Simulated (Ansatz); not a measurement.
Base system: SiC in the zinc blende structure (space group F-43m, No. 216).

```
CELL_PARAMETERS angstrom
      0.00000     2.18986     2.18986
      2.18986     0.00000     2.18986
      2.18986     2.18986     0.00000
ATOMIC_POSITIONS crystal
  C  0.75000 0.75000 0.75000
  Si 0.00000 0.00000 0.00000
```

Method: PBE (Ansatz, a first-principles code; PAW; 420 eV plane waves; no spin-orbit coupling), earlier PAW set.

Base values:

| Quantity | Result |
|---|---|
| Pressure | 0.00 GPa |
| Band gap | 1.37 eV |
| Hole mass | 0.36, 0.59, 0.59 mₑ (at Γ) |
| Electron mass | 0.68 mₑ along k, 0.23 mₑ across (at X) |

Now apply this change: the cell is scaled by 0.9481 in all directions; the atoms relax in the strained cell.

Problem. Estimate the effect on the pressure.

Solution. The pressure goes from zero to 46.37 GPa.

Problem. Estimate the effect on the band gap.

Solution. The band gap falls by 0.16 eV to 1.21 eV.

Problem. Estimate the effect on the hole mass.

Solution. The hole mass (degenerate bands, along [100]) goes from 0.36, 0.59, 0.59 mₑ (at Γ) to 0.44, 0.61, 0.61 mₑ (at Γ).

Problem. Predict the new electron mass.

Solution. The electron mass goes from 0.68 mₑ along k, 0.23 mₑ across (at X) to 0.64 mₑ along k, 0.22 mₑ across (at X).

Masses are band curvatures over ±0.01 Å⁻¹ around the edge. Along k means along the line from Γ to the band edge. Whether these cells are dynamically stable was not tested.
